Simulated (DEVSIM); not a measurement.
System: abrupt In0.53Ga0.47As p-n junction, at 350 K.

```csv
layer (left to right),material,thickness (μm),Nd (cm⁻³),Na (cm⁻³),τn (s),τp (s)
1,In0.53Ga0.47As,72.0,-,6.2e16,2.9e-9,2.9e-9
2,In0.53Ga0.47As,0.340,3.2e16,-,2.9e-9,2.9e-9
```

Left contact: ohmic. Right contact: ohmic. Voltage is applied to the left contact. Recombination: SRH at mid-gap, Auger. Mobility is constant in doping.

This is a model device: material constants are rounded textbook-type values typed into the input, and sizes, dopings and lifetimes were drawn at random. Values at 300 K; Nc and Nv go as T^1.5, mobilities as T to minus their exponent, the gap by Varshni's rule with the affinity fixed.

| parameter | In0.53Ga0.47As |
|---|---|
| gap (eV) | 0.74 |
| affinity (eV) | 4.51 |
| permittivity | 13.9 |
| Nc (cm⁻³) | 2.1e17 |
| Nv (cm⁻³) | 7.7e18 |
| μn (cm²/Vs) | 12000 |
| μp (cm²/Vs) | 300 |
| T exponent of μn | 1.6 |
| T exponent of μp | 1.6 |
| Cn (cm⁶/s) | 5e-29 |
| Cp (cm⁶/s) | 5e-29 |
| Varshni α (eV/K) | 0.00035 |
| Varshni β (K) | 190 |

Simulated with DEVSIM: 1D drift-diffusion, Boltzmann statistics, complete ionisation; no tunnelling, impact ionisation, image-force lowering or self-heating.

The temperature was swept, all else fixed.

| temperature (K) | potential step across the device at zero bias (V) | dark forward voltage at 100 A/cm² (V) | largest field in the device at zero bias (V/cm) |
|---|---|---|---|
| 250 | 0.622 | 0.698 | 56000 |
| 300 | 0.567 | 0.683 | 53000 |
| 350 | 0.509 | 0.671 | 50000 |
| 400 | 0.449 | 0.661 | 46000 |
| 450 | 0.386 | 0.655 | 41000 |
| 500 | 0.323 | 0.649 | 37000 |

From the first row to the last the potential step across the device at zero bias goes from 0.622 to 0.323. From the first row to the last the dark forward voltage at 100 A/cm² goes from 0.698 to 0.649.
